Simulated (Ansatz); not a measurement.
# SiC, response to strain

Take SiC (space group P6_3mc, No. 186; a = 3.0941 Å, c = 10.1293 Å) as the base. Axes: x lies along a and z along c of the hexagonal cell.

Strains are applied to the cell and any free atomic positions relax.

All numbers come from plane-wave PAW DFT at the PBE level (Ansatz, a quantum-chemistry and plane-wave program, 420 eV), scalar-relativistic without spin-orbit coupling.

Notes on the quantities. energy relative to the base: free energy F.

```csv
uniaxial strain ε_zz (%),energy relative to the base (meV/atom)
-3,16.3
-2.25,9.1
-1.5,4.0
-0.75,?
0,0.0
```

**Question.** Fit ΔE = Aε² + Bε³ (ε in %) to the rows shown and predict the withheld row.

**Answer.** Least squares on the printed values gives A = 1.75 and B = -0.020 meV/atom (largest residual 0.0 meV/atom); this predicts 1.0 meV/atom, and the run gives 1.0 meV/atom, in agreement.

Stability against distortions was not tested.
